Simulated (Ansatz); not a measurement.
Here is the system:

```
AsB
1.0
    0.00000     2.38397     2.38397
    2.38397     0.00000     2.38397
    2.38397     2.38397     0.00000
B As
1 1
Direct
  0.25000   0.25000   0.25000
  0.00000   0.00000   0.00000
```

Level of theory: PBEsol, rigid bands (plane waves, PAW, scalar-relativistic; Ansatz, an electronic-structure program). Cell: cell and atoms relaxed with PBEsol.

Predict the electron conductivity mass (n e² τ/σ) at 300 K, by direction if it differs.

0.30 mₑ.

And the band gap?

1.08 eV at this level; semilocal functionals usually fall short of the measured gap.

Rigid bands, one relaxation time for all states, no polarons. Spin-orbit coupling is left out; where it splits the top of the valence band it changes the hole mass and lowers the gap by about a third of the splitting.
